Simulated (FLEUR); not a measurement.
A self-consistent single point of CsCd4As3 (P4/mmm, 8 atoms in the cell) with FLEUR.

Level of theory: LDA (Perdew-Zunger), all-electron FLAPW (FLEUR), scalar-relativistic valence run with FLEUR.

The change in words: lattice scaled by 0.98. Reference geometry:
```
CELL_PARAMETERS angstrom
      4.54215     0.00000     0.00000
      0.00000     4.54215     0.00000
      0.00000     0.00000    10.94794
ATOMIC_POSITIONS crystal
  Cs 0.00000 0.00000 0.50000
  Cd 0.50000 0.00000 0.83880
  Cd 0.50000 0.00000 0.16120
  Cd 0.00000 0.50000 0.83880
  Cd 0.00000 0.50000 0.16120
  As 0.50000 0.50000 0.70311
  As 0.50000 0.50000 0.29689
  As 0.00000 0.00000 0.00000
```

Reference input (self-consistent single point, DFT, LDA (Perdew-Zunger), all-electron FLAPW (FLEUR), scalar-relativistic valence): Kmax = 4.2 1/bohr; GmaxXC = 12.6 1/bohr; xcFunctional = pz; jspins = 1; l_soc = F; mode = hist; fermiSmearingEnergy = 0.00073499 Htr; mesh (inpgen div1-3) = 3 3 2; inpgen gamma flag = true; Gmax = 12.6 1/bohr; numbands = 0; maxIterBroyd = 25. This run's input differs from it in these lines:

```diff
@@ -3,5 +3,5 @@
 &input film=f /
-8.5834195170 0.0000000000 0.0000000000
-0.0000000000 8.5834195170 0.0000000000
-0.0000000000 0.0000000000 20.6886082288
+8.4117511266 0.0000000000 0.0000000000
+0.0000000000 8.4117511266 0.0000000000
+0.0000000000 0.0000000000 20.2748356863
 1.0
@@ -50,5 +50,5 @@
          <bravaisMatrix>
-            <row-1>    8.5834195169999994     0.0000000000000000     0.0000000000000000</row-1>
-            <row-2>    0.0000000000000000     8.5834195169999994     0.0000000000000000</row-2>
-            <row-3>    0.0000000000000000     0.0000000000000000    20.6886082287999997</row-3>
+            <row-1>    8.4117511266000005     0.0000000000000000     0.0000000000000000</row-1>
+            <row-2>    0.0000000000000000     8.4117511266000005     0.0000000000000000</row-2>
+            <row-3>    0.0000000000000000     0.0000000000000000    20.2748356863000012</row-3>
          </bravaisMatrix>
```

Log, with long lists cut:

```
 Iteration:     1   Distance:       6.34517553 me/bohr^3
 Iteration:     2   Distance:       5.66797099 me/bohr^3
 Iteration:     3   Distance:       3.04863098 me/bohr^3
 Iteration:     4   Distance:       1.57008755 me/bohr^3
 Iteration:     5   Distance:       1.49239805 me/bohr^3
   [... 10 lines left out ...]
 Iteration:    16   Distance:       0.00012594 me/bohr^3
 Iteration:    17   Distance:       0.00003867 me/bohr^3
 Iteration:    18   Distance:       0.00002926 me/bohr^3
 Iteration:    19   Distance:       0.00000831 me/bohr^3
 Reset of history
 Run finished successfully
 Stop message:
   Structural relaxation: new displacements generated

[file out, last iteration]
             iter=     20
[...]
          total density-effective poten   -6.0756361536E+04
          total charge density-energy d   -1.0277279821E+03
 Updated energy parameters for spin:           1
[...]
 fermi energy and band-weighting factors:
   [... 9 lines left out ...]

[...]
FERMIE:
          first approx. to ef    (T=0)  :   0.229886 htr   (energy of the highest occ. eigenvalue)
          number of occ. states  (T=0)  :        378
          first approx. to seigv (T=0)  : -86.687723 htr
          sum of weights of occ. states :  63.000000
          sum of semicore charge        :   0.000000 e
FERHIS:  Fermi-Energy by histogram:
          bandgap                     :   0.003801 htr
   [... lines left out ...]
          charge neutrality (T=0)     :   0.000000    (zero if the highest occ. eigenvalue is "entirely" occupied)
     EF_NEWTON:  Adjust Fermi-Energy by Newton-Method.
 Direct bandgap for spin            1 :    3.8008277475482521E-003  Htr
 ---->    free energy=                    -36922.4689391604 htr
   [... lines left out ...]
 TOTAL FORCE FOR ATOM TYPE=  2  X=  4.206   Y=  0.000   Z= -3.268
                       FX_TOT= 0.000000 FY_TOT= 0.000000 FZ_TOT= 0.001567
 TOTAL FORCE FOR ATOM TYPE=  3  X=  4.206   Y=  4.206   Z= -6.019
                       FX_TOT= 0.000000 FY_TOT= 0.000000 FZ_TOT=-0.005937
 TOTAL FORCE FOR ATOM TYPE=  4  X=  0.000   Y=  0.000   Z=  0.000
                       FX_TOT= 0.000000 FY_TOT= 0.000000 FZ_TOT= 0.000000
```

The run converged in 19 iterations. FLEUR gives forces in its relaxation mode, with a further iteration, so its stop message speaks of a relaxation. Against the reference run the free energy falls by 16.1 meV/atom and the gap on the mesh goes from 0.040 to 0.103 eV.

The starting cell comes from a database of computed structures (which also holds hypothetical and non-ambient phases and stackings), without a prior relaxation at this level. For this run, on top of that: lattice scaled by 0.98. Values depend on the basis (sphere radii, cutoffs, local orbitals), which need not be converged.

Cost on one core of a shared machine: roughly 4 min.
